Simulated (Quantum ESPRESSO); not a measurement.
Density of states of TaC (Fm-3m, 2 atoms in the cell).

```
TaC
1.0
   -2.24574     0.00000     2.24574
    0.00000     2.24574     2.24574
   -2.24574     2.24574     0.00000
Ta C
1 1
Direct
  0.00000   0.00000   0.00000
  0.50000   0.50000   0.50000
```

Method of the run: PBEsol, PseudoDojo standard norm-conserving (PBESOL) pseudopotentials (plane waves; Quantum ESPRESSO).

SCF settings: ecutwfc = 85 Ry; occupations = smearing; smearing = cold; degauss = 0.0099958 Ry; potentials = {Ta: Ta.upf, C: C.upf}; K_POINTS = automatic 9 9 9 0 0 0; conv_thr = 1e-11 Ry. Keys of the DOS step: nscf.calculation = nscf; nscf.verbosity = high; nscf.occupations = tetrahedra_opt; nscf.nbnd = 16; nscf.startingwfc = random; nscf.diago_thr_init = 1e-06; nscf.K_POINTS = automatic 18 18 18 0 0 0; dos.x.fildos = dos.dat; dos.x.Emin = -15 eV; dos.x.Emax = 30 eV; dos.x.DeltaE = 0.1 eV.

The starting cell comes from a database of computed structures (which also holds hypothetical and non-ambient phases and stackings), without a prior relaxation at this level. Its lattice was rescaled by a random factor within 2.5 % of one. Spin-orbit coupling is off. Spin polarisation is off.

Total DOS (both spins), as means of the tabulated values in each energy bin; the zero is the program's Fermi level or highest filled level, and the curve is cut to this window:

(E (eV), states/eV/cell): (-7.75, 0.29); (-7.25, 0.58); (-6.75, 0.75); (-6.25, 0.82); (-5.75, 0.58); (-5.25, 1.42); (-4.75, 3.36); (-4.25, 1.56); (-3.75, 0.85); (-3.25, 0.58); (-2.75, 0.41); (-2.25, 0.29); (-1.75, 0.37); (-1.25, 0.50); (-0.75, 0.56); (-0.25, 0.61); (0.25, 0.68); (0.75, 0.79); (1.25, 1.01); (1.75, 1.14); (2.25, 1.52); (2.75, 1.71)

Around zero the curve holds about 0.6 states/eV/cell.
